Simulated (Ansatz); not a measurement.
Consider Rh in the fcc (Cu type) structure (space group Fm-3m, No. 225; a = 3.8015 Å; relaxed with 0.1 eV smearing). Axes: x, y, z lie along the cube axes.

The values are results of DFT with r2SCAN, PAW potentials and a 500 eV plane-wave cutoff in Ansatz (a first-principles code), no SOC, not measurements.

Base values:

- Pressure = 0.0 GPa
- Shortest interatomic distance = 268.8 pm

Modification: uniaxial strain ε_zz = −1.50 %, all other strain components held at zero; the atoms relax in the strained cell.

Q: Predict the new pressure.

A: The pressure (mean of the normal stresses, compression positive) goes from zero to 4.4 GPa.

Q: How does this affect the energy relative to the base?

A: The energy increases by 4.4 meV/atom.

Q: What happens to the shortest interatomic distance?

A: The shortest interatomic distance falls by 2.0 pm, from 268.8 pm to 266.8 pm.

No phonon test of stability was made. All final runs are without spin polarisation.
